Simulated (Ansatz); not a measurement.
The starting structures come from a database of crystals and need not be the phases stable at ambient conditions.

Tunnelling through a barrier is set by its complex band structure: the current falls as exp(−2κd) with the smallest κ.

Data:

```xyz
16
Lattice="6.9794 0.0000 0.0000 0.0000 11.5230 0.0000 -1.0567 0.0000 3.6923" Properties=species:S:1:pos:R:3 pbc="T T T"
Ca     4.4381     6.4660     1.2701
Ca     1.4847     5.0570     2.4222
Ca     1.4847     0.7045     2.4222
Ca     4.4381    10.8185     1.2701
Ca     4.3614     2.8808     3.2455
Ca     1.5613     8.6423     0.4468
C      2.4744     7.3213     2.7055
C      3.4483     4.2018     0.9868
C      3.4483     1.5598     0.9868
C      2.4744     9.9633     2.7055
C      3.3200     2.8808     0.9501
C      2.6027     8.6423     2.7422
Cl     6.0729     8.6423     1.7379
Cl    -0.1502     2.8808     1.9544
Cl     0.0000     0.0000     0.0000
Cl     0.0000     5.7615     0.0000
```

Space group of this cell: Cmcm. The cell is taken as given.

Transport runs along the normal of the first two printed cell vectors.

The gap is the functional's own, uncorrected, and κ follows it; spin-orbit coupling is left out. Mid-gap values are interpolated between the computed energies.

Problem. Give the band gap and the smallest decay constant κ at mid-gap that r2SCAN (Ansatz, a program for electronic structure) yields.

Solution. Gap 1.53 eV on a 8×4×8 mesh; κ = 0.299 1/Å, at the zone centre.
